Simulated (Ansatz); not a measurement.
The starting structures come from a database of crystals and need not be the phases stable at ambient conditions.

 Where the default PAW files enter, the runs use the earlier of Ansatz's two default sets.

Consider the following.

```
CELL_PARAMETERS angstrom
      5.44248     0.00000     0.00000
      0.00000     5.44248     0.00000
      2.72124    -2.72124     5.36477
ATOMIC_POSITIONS crystal
  Zn 0.25000 0.25000 0.50000
  Zn 0.00000 0.00000 0.00000
  Ge 0.75000 0.75000 0.50000
  Ge 0.50000 0.50000 0.00000
  P  0.87044 0.62500 0.75000
  P  0.62500 0.37956 0.25000
  P  0.37956 0.12500 0.75000
  P  0.12500 0.87044 0.25000
```

Space group of this cell: I-42d, chalcopyrite. The cell is taken as given; by PBEsol its mean pressure is -0.6 GPa.

Calculation: PBEsol (plane waves, PAW; Ansatz, a quantum-chemistry and plane-wave program).

The current runs along the normal of the first two printed vectors; no spin-orbit coupling. Scaled by the factor s: the length along the current (ions clamped). Meshes 6×6×6 and 6×6 across the current in all rows.

```
s     mean pressure (GPa)  band gap (eV)
----  -------------------  -------------
0.97                  2.0           0.95
1.00                 -0.6           1.18
1.03                 -2.8              ?
```

Task: Take the slope of the band gap against ln s from the two given rows, extrapolate to s = 1.03, and say what the run there gives.

Result: Slope = (0.95 − 1.18) / ln 0.97 = 7.55 eV. The line gives 1.18 + (7.55) × ln 1.03 = 1.40 eV. The run gives 1.09 eV, 0.31 eV under the line, 140 % of the predicted step.
